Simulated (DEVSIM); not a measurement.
**abrupt GaSb n-p junction**

Device: abrupt GaSb n-p junction, at 300 K.

```
layer (left to right)  material  thickness (μm)  Nd (cm⁻³)  Na (cm⁻³)  τn (s)  τp (s)
---------------------  --------  --------------  ---------  ---------  ------  ------
1                          GaSb            15.0     3.9e16          -  7.7e-9  7.7e-9
2                          GaSb           0.940          -     3.1e14  7.7e-9  7.7e-9
```

Left contact: ohmic. Right contact: ohmic. Voltage is applied to the left contact. Recombination: SRH at mid-gap, radiative, Auger. Mobility is constant in doping.

Constants are typed, rounded textbook-type inputs, not results; the design itself was drawn at random and stands for no fabricated device. Values at 300 K.

```tsv
parameter	GaSb
gap (eV)	0.726
affinity (eV)	4.06
permittivity	15.7
Nc (cm⁻³)	2.1e17
Nv (cm⁻³)	1.8e19
μn (cm²/Vs)	5000
μp (cm²/Vs)	850
B (cm³/s)	1e-10
Cn (cm⁶/s)	5e-30
Cp (cm⁶/s)	5e-30
```

Simulated with DEVSIM: 1D drift-diffusion, Boltzmann statistics, complete ionisation; no tunnelling, impact ionisation, image-force lowering or self-heating.

The potential step across the device at zero bias comes out as 0.399 V and the largest field in the device at zero bias comes out as 10000 V/cm. The dark forward voltage at 1 A/cm² is 0.123 V. The dark forward voltage at 100 A/cm² comes out as 0.285 V.

Dark forward current:

```tsv
V (V)	J (A/cm²)
-0.05	-0.076
-0.10	-0.47
-0.15	-2.4
-0.20	-11
-0.25	-44
-0.30	-140
-0.35	-360
-0.40	-730
-0.45	-1200
-0.50	-1900
-0.55	-2500
```

Small-signal capacitance in reverse bias (quasi-static):

```
V (V)  C (nF/cm²)
-----  ----------
0.1          15.4
0.25         15.0
0.5          14.6
0.75         14.4
1            14.3
1.5          14.1
2            13.9
2.5          13.8
3.25         13.6
4            13.3
5            13.1
```
